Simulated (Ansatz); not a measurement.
Defect: Ta-vacancy pair (Ta on one host Rh site, one Rh site vacant) in fcc Rh, neutral cell. Method: PBE, PAW (plane waves to 420 eV; Ansatz, a quantum-chemistry and plane-wave program).

Settings: 32 host sites, the relaxed PBE lattice, a 2×2×2 k-point mesh shifted by half a step, smearing 0.10 eV, spin-restricted, no image-charge correction. No zero-point or tunnelling terms. Spin-orbit coupling is left out. Forms of the defect that were not tried may lie lower. The start lies 0.56 eV above the lowest site run (PBE).

Barriers: single points on a 4×4×4 k-point mesh shifted by half a step at the bands' geometries (they differ from the bands' own by up to 0.18 eV, and are uncertain by about as much).

The step: one Rh atom jumps into the vacancy from a nearby Rh site (Ta-vacancy distance between ideal sites 2.71 → 5.42 Å). Atoms about the jump, Cartesian Å from the middle of the jump, before and after:

```csv
atom,x0,y0,z0,x1,y1,z1
Rh1,0.00,0.91,0.91,0.00,-0.91,-0.91
Rh2,-1.91,0.95,-0.95,-1.91,0.97,-0.93
Rh3,1.91,0.95,-0.95,1.91,0.97,-0.94
Rh4,1.91,-0.95,0.95,1.91,-0.93,0.97
Rh5,-1.91,-0.95,0.95,-1.91,-0.93,0.97
Rh6,0.00,2.87,-0.94,0.00,2.85,-0.91
Rh7,0.00,-0.94,2.87,0.00,-0.91,2.85
Rh8,0.00,0.95,-2.85,0.00,0.97,-2.86
Rh9,0.00,-2.85,0.95,0.00,-2.86,0.97
Ta10,0.00,-2.81,-2.81,0.00,-2.86,-2.86
```

Where do these atoms stand at the saddle point, and how high is it?


| atom | x | y | z |
|---|---|---|---|
| Rh1 | 0.00 | 0.03 | 0.03 |
| Rh2 | -2.05 | 1.00 | -0.99 |
| Rh3 | 2.05 | 1.00 | -0.99 |
| Rh4 | 2.04 | -0.99 | 1.00 |
| Rh5 | -2.05 | -0.99 | 1.00 |
| Rh6 | 0.00 | 2.82 | -0.90 |
| Rh7 | 0.00 | -0.90 | 2.82 |
| Rh8 | 0.00 | 0.94 | -2.81 |
| Rh9 | 0.00 | -2.81 | 0.93 |
| Ta10 | 0.00 | -2.86 | -2.86 |
It lies 1.48 eV above the start and 2.04 eV above the end. The saddle point's order was not checked, and it lies on a symmetry element of the cell, where a band can be held.
